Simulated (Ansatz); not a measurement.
Take ZnSnP$_{2}$ in the chalcopyrite structure (space group I-42d, No. 122) as the base.

```xyz
8
Lattice="-2.8109 2.8109 5.6409 2.8109 -2.8109 5.6409 2.8109 2.8109 -5.6409" Properties=species:S:1:pos:R:3 pbc="T T T"
Zn     0.0000     2.8109     2.8204
Zn     0.0000     0.0000     0.0000
Sn     2.8109     0.0000     2.8204
Sn     0.0000     0.0000     5.6409
P      1.4055     1.2677    -1.4102
P      1.4055     1.5432     4.2306
P      1.5432    -1.4055     7.0511
P      1.2677     4.2164     1.4102
```

Calculations: PBEsol in Ansatz (plane waves to 420 eV, PAW, scalar-relativistic without spin-orbit coupling), earlier PAW set.

Perturbation: the cell is scaled by 0.9644 in all directions; the atoms relax in the strained cell.

Problem. What does the calculation give for the energy relative to the base and largest internal atomic displacement after the change?

Solution. The energy grows by 66 meV/atom; the largest internal atomic displacement is 0.021 Å.

No phonon test of stability was made.

Ansatz is an electronic-structure program.
